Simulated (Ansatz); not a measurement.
Start from ZnS in the wurtzite structure (space group P6_3mc, No. 186; a = 3.806 Å, c = 6.245 Å).

Calculations: Kohn–Sham DFT with the r2SCAN functional, run in Ansatz (an electronic-structure program) with PAW and 500 eV plane waves, no SOC.

Before the change:

* **Gap between the host's bands**: 2.78 eV
* **Gap character**: direct at Γ

It is then changed as follows: electron doping at 1.5×10^21 cm⁻³ (0.118 per cell), with a uniform compensating background at fixed cell and a 300 K Fermi–Dirac width.

How does this affect the gap between the host's bands?

The gap between the host's bands drops by 0.03 eV, from 2.78 eV to 2.75 eV.

What happens to the Fermi level from band edge?

The Fermi level relative to the doped band's edge (positive inside the band; to 0.05 eV) amounts to +1.05 eV.

What does the calculation give for the gap character after the change?

The gap character remains direct at Γ.

Charged cell with a jellium background: band edges are those of the host's band count, energies are not comparable with the neutral cell, and many-body gap narrowing is missing. Whether these cells are dynamically stable was not tested.
